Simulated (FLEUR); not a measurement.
Worked example: self-consistent single point of BeCr3 (Pm-3m, 4 atoms in the cell) in FLEUR.

Level of theory: PW91, all-electron FLAPW (FLEUR), scalar-relativistic valence run with FLEUR.

```xyz
4
Lattice="3.4951 0.0000 0.0000 0.0000 3.4951 0.0000 0.0000 0.0000 3.4951" Properties=species:S:1:pos:R:3 pbc="T T T"
Be     0.0000     0.0000     0.0000
Cr     0.0000     1.7475     1.7475
Cr     1.7475     0.0000     1.7475
Cr     1.7475     1.7475     0.0000
```

Reference input (self-consistent single point, DFT, LDA (Vosko-Wilk-Nusair), all-electron FLAPW (FLEUR), scalar-relativistic valence): Kmax = 3.9 1/bohr; GmaxXC = 13.7 1/bohr; xcFunctional = vwn; jspins = 1; l_soc = F; mode = hist; fermiSmearingEnergy = 0.00367493 Htr; mesh (inpgen div1-3) = 9 9 9; inpgen gamma flag = false; Gmax = 13.7 1/bohr; numbands = 0; maxIterBroyd = 15. This run's input differs from it in these lines:

```diff
@@ -16,3 +16,3 @@
 &comp jspins=1 /
-&exco xctyp='vwn' /
+&exco xctyp='pw91' /
 &kpt div1=9 div2=9 div3=9 /
@@ -29,3 +29,3 @@
       <coreElectrons ctail="T" frcor="F" kcrel="0" coretail_lmax="0"/>
-      <xcFunctional name="vwn" relativisticCorrections="F"/>
+      <xcFunctional name="pw91" relativisticCorrections="F"/>
       <magnetism jspins="1"/>
```

Output (repeated stretches shortened):

```
 Iteration:     1   Distance:      39.48148145 me/bohr^3
 Iteration:     2   Distance:      33.23829616 me/bohr^3
 Iteration:     3   Distance:      12.65791890 me/bohr^3
 Iteration:     4   Distance:      15.63781940 me/bohr^3
 Iteration:     5   Distance:       2.35111842 me/bohr^3
   [... 10 lines left out ...]
 Iteration:    16   Distance:       0.00015279 me/bohr^3
 Iteration:    17   Distance:       0.00006241 me/bohr^3
 Iteration:    18   Distance:       0.00001022 me/bohr^3
 Iteration:    19   Distance:       0.00000379 me/bohr^3
 Run finished successfully
 Stop message:
   Structural relaxation: Done

[file out, last iteration]
             iter=     20
[...]
          total density-effective poten   -5.0383002240E+03
          total charge density-energy d   -1.5030308725E+02
 Updated energy parameters for spin:           1
[...]
 fermi energy and band-weighting factors:
    0.762279    0.762279

[...]
FERMIE:
          first approx. to ef    (T=0)  :   0.430084 htr   (energy of the highest occ. eigenvalue)
          number of occ. states  (T=0)  :        762
          first approx. to seigv (T=0)  : -27.096216 htr
          sum of weights of occ. states :  22.001372
          sum of semicore charge        :   0.000000 e
FERHIS:  Fermi-Energy by histogram:
          bandgap                     :   0.001296 htr
   [... lines left out ...]
          charge neutrality (T=0)     :   0.002743    (zero if the highest occ. eigenvalue is "entirely" occupied)
     EF_NEWTON:  Adjust Fermi-Energy by Newton-Method.
 Direct bandgap for spin            1 :    7.1313481394024159E-003  Htr
 ---->    free energy=                     -3168.3384086606 htr
   [... lines left out ...]
      extrapolation for T->0
 ---->    total electron energy=           -3168.3367555384 htr
 ***** TOTAL FORCES ON ATOMS *****
 TOTAL FORCE FOR ATOM TYPE=  1  X=  0.000   Y=  0.000   Z=  0.000
                       FX_TOT= 0.000000 FY_TOT= 0.000000 FZ_TOT= 0.000000
 TOTAL FORCE FOR ATOM TYPE=  2  X=  0.000   Y=  3.302   Z=  3.302
                       FX_TOT= 0.000000 FY_TOT= 0.000000 FZ_TOT= 0.000000
 Structural relaxation: Done
```

The run converged in 19 iterations. FLEUR gives forces in its relaxation mode, with a further iteration, so its stop message speaks of a relaxation. 

The starting cell comes from a database of computed structures (which also holds hypothetical and non-ambient phases and stackings), without a prior relaxation at this level. Its lattice was rescaled by a random factor within 2.5 % of one. Spin polarisation is off. Values depend on the basis (sphere radii, cutoffs, local orbitals), which need not be converged. The log's line on a gap gives a spacing of levels on this mesh, which the program prints for metals too.

Cost on one core of a shared machine: roughly 60 s.
